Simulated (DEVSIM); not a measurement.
Device: abrupt Si n-p junction, at 250 K.

```tsv
layer (left to right)	material	thickness (μm)	Nd (cm⁻³)	Na (cm⁻³)	τn (s)	τp (s)
1	Si	1.90	3.2e17	-	0.00019	0.00019
2	Si	2.20	-	6.7e15	0.00019	0.00019
```

Left contact: ohmic. Right contact: ohmic. Voltage is applied to the left contact. Recombination: SRH at mid-gap, radiative. Mobility is constant in doping.

This is a model device: material constants are rounded textbook-type values typed into the input, and sizes, dopings and lifetimes were drawn at random. Values at 300 K; Nc and Nv go as T^1.5, mobilities as T to minus their exponent, the gap by Varshni's rule with the affinity fixed.

| parameter | Si |
|---|---|
| gap (eV) | 1.124 |
| affinity (eV) | 4.05 |
| permittivity | 11.7 |
| Nc (cm⁻³) | 2.86e19 |
| Nv (cm⁻³) | 3.1e19 |
| μn (cm²/Vs) | 1417 |
| μp (cm²/Vs) | 470 |
| T exponent of μn | 2.3 |
| T exponent of μp | 2.2 |
| B (cm³/s) | 4.7e-15 |
| Varshni α (eV/K) | 0.000473 |
| Varshni β (K) | 636 |

Simulated with DEVSIM: 1D drift-diffusion, Boltzmann statistics, complete ionisation; no tunnelling, impact ionisation, image-force lowering or self-heating.

Question: Tabulate band edges, carrier densities and field at 10.0 V on the left contact.

Answer: Energies count from the Fermi level of the right contact; mesh points crowd at the junctions.

```
x (μm)   Ec (eV)  Ev (eV)  n (cm⁻³)  p (cm⁻³)  field (V/cm)
-------  -------  -------  --------  --------  ------------
0.000     -9.909  -11.045    3.2e17     < 1e2           ≈ 0
0.02192   -9.909  -11.045    3.2e17     < 1e2           ≈ 0
0.06692   -9.909  -11.045    3.2e17     < 1e2           ≈ 0
0.1484    -9.909  -11.045    3.2e17     < 1e2           ≈ 0
0.3904    -9.909  -11.045    3.2e17     < 1e2           ≈ 0
0.7913    -9.909  -11.045    3.2e17     < 1e2           ≈ 0
1.295     -9.909  -11.045    3.2e17     < 1e2           ≈ 0
1.662     -9.909  -11.045    3.2e17     < 1e2           ≈ 0
1.786     -9.909  -11.045    3.2e17     < 1e2           ≈ 0
1.854     -9.908  -11.044    3.0e17     < 1e2          2000
1.887     -9.812  -10.948    3.6e15     < 1e2         87000
1.913     -9.463  -10.599     3.2e8     < 1e2        150000
1.950     -8.927  -10.063     < 1e2     < 1e2        140000
2.018     -7.990   -9.126     < 1e2     < 1e2        140000
2.218     -5.477   -6.613     < 1e2     < 1e2        120000
2.523     -2.435   -3.571     < 1e2     < 1e2         84000
3.127      0.724   -0.412     < 1e2    1.2e11         21000
3.598      0.960   -0.176     < 1e2    6.7e15           ≈ 0
3.906      0.960   -0.176     < 1e2    6.7e15           ≈ 0
4.013      0.960   -0.176     < 1e2    6.7e15           ≈ 0
4.066      0.960   -0.176     < 1e2    6.7e15           ≈ 0
4.100      0.960   -0.176     < 1e2    6.7e15           ≈ 0
```
